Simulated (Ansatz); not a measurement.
Data:

End structure of a constructed model of the (0001) surface of hcp Re, a pseudomorphic layer of Zn in the host's stacking (bottom of the slab: a bare face, its two planes held):

```
CELL_PARAMETERS angstrom
      2.77572     0.00000     0.00000
     -1.38786     2.40385     0.00000
      0.00000     0.00000    30.00000
ATOMIC_POSITIONS crystal
  Re 0.66667 0.33333 0.27401
  Re 0.33333 0.66667 0.34869
  Re 0.66667 0.33333 0.42487
  Re 0.33333 0.66667 0.49767
  Re 0.66667 0.33333 0.57496
  Re 0.33333 0.66667 0.64587
  Zn 0.66667 0.33333 0.72159
```

Set-up: 7 atoms, 13.6 Å thick at the start; mesh 15x15x1; 0.1 eV smearing; dipole correction on; 2 atoms held, the rest relaxed; held to the start's symmetry, so lower structures may exist; no spin, no spin-orbit, no U. It is one candidate, not shown to be the stable structure of the face.

Estimate the work function of the top face that PBE in Ansatz (a program for electronic structure) returns for this input.

4.57 eV
